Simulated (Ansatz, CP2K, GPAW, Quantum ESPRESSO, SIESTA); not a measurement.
CdSe (P6_3mc, 8 atoms in the cell) computed with different codes at matched settings

Relaxation of cell and atoms.

```
CELL_PARAMETERS angstrom
      4.36315     0.00000     0.00000
     -2.18157     3.77860     0.00000
      0.00000     0.00000    14.28382
ATOMIC_POSITIONS crystal
  Cd 0.00000 0.00000 0.00000
  Cd 0.00000 0.00000 0.50000
  Cd 0.66667 0.33333 0.75018
  Cd 0.33333 0.66667 0.25018
  Se 0.00000 0.00000 0.81216
  Se 0.00000 0.00000 0.31216
  Se 0.66667 0.33333 0.56329
  Se 0.33333 0.66667 0.06329
```

Shared settings, as Ansatz (a quantum-chemistry and plane-wave program) writes them: kpoints.mp_grid.grid = 4 4 1; scf.occupations.method = gaussian; scf.occupations.width = 0.136 eV. Potentials and cutoffs stand in the table.

```json
[
 {"code": "Quantum ESPRESSO", "model": "PBE, GBRV 1.5 ultrasoft (PBE) pseudopotentials", "final volume (Å³/atom)": "29.77", "gap on the mesh (eV)": "0.480", "cutoff": "40 Ry"},
 {"code": "GPAW", "model": "PBE, GPAW PAW datasets PBE (gpaw-data 1.0.1)", "final volume (Å³/atom)": "29.66", "gap on the mesh (eV)": "0.506", "cutoff": "600 eV"},
 {"code": "Ansatz", "model": "PBE, default PAW files", "final volume (Å³/atom)": "29.80", "gap on the mesh (eV)": "–", "cutoff": "420 eV"},
 {"code": "SIESTA", "model": "GGA PBE, numerical atomic orbitals DZP, PseudoDojo PBE standard norm-conserving potentials (rewritten from UPF to PSML)", "final volume (Å³/atom)": "29.86", "gap on the mesh (eV)": "0.718", "cutoff": "grid 350 Ry"},
 {"code": "CP2K", "model": "PBE, GPW, DZVP-MOLOPT-SR-GTH basis, GTH-PBE potentials (GTH_POTENTIALS)", "final volume (Å³/atom)": "30.26", "gap on the mesh (eV)": "0.469", "cutoff": "grid 500 Ry"}
]
```

A dash marks a value that a program does not give, or that is left out as unsure.

No gap is tabulated for Ansatz: it is not read from that output, or partly filled or unconverged empty levels leave it unsure.

Gaps are read on the mesh.

The spread over the programs that give each value: final volume within 0.60 Å³/atom; gap on the mesh within 0.249 eV.

SIESTA and CP2K use small atom-centred bases, whose incompleteness enters pressures, forces and empty levels differently from a plane-wave cutoff. The programs treat the finite-basis stress differently while the cell relaxes: Ansatz adds an estimate of it.

The shared mesh is coarse (it stands for a supercell whose shortest vector is 14 Å), so the values are not converged in it.

The starting cell was generated: these elements placed on a structure prototype, without a prior relaxation; it need not be a known phase or ordering of this composition.

Keys are those of Ansatz 0.2.
